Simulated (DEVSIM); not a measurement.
Device: abrupt Si n-p junction, at 300 K.

Layer 1 from the left is Si, thickness (μm) 4.00, Nd (cm⁻³) 1.3e17, τn (s) 3.9e-5, τp (s) 3.9e-5. Layer 2 from the left is Si, thickness (μm) 0.930, Na (cm⁻³) 8.8e17, τn (s) 3.9e-5, τp (s) 3.9e-5.

Left contact: ohmic. Right contact: ohmic. Voltage is applied to the left contact. Recombination: SRH at mid-gap, radiative. Mobility is constant in doping.

The device is made up for the run: typed textbook-type constants, with dimensions and the other settings drawn at random. Values at 300 K.

Si: gap (eV) 1.124, affinity (eV) 4.05, permittivity 11.7, Nc (cm⁻³) 2.86e19, Nv (cm⁻³) 3.1e19, μn (cm²/Vs) 1417, μp (cm²/Vs) 470, B (cm³/s) 4.7e-15.

Problem. Estimate by hand the built-in potential, the peak field at zero bias, and compare with a numerical solution.

Solution. 
- Built-in potential: ni = √(Nc Nv) exp(−Eg/2kT) = 1.08e10 cm⁻³ with Eg = 1.124 eV; Vbi = kT/q ln(Na Nd/ni²) = 0.892 V; numerical 0.892 V.
- Peak field at zero bias: depletion approximation: W = √(2εVbi/(qN)) = 0.101 μm with N = 1.13e17 cm⁻³; field = 2Vbi/W = 177000 V/cm; numerical 172000 V/cm (estimate above by 2.9 %).

Model (solved in DEVSIM): 1D drift-diffusion, Boltzmann statistics, complete ionisation; no tunnelling, impact ionisation, image-force lowering or self-heating.
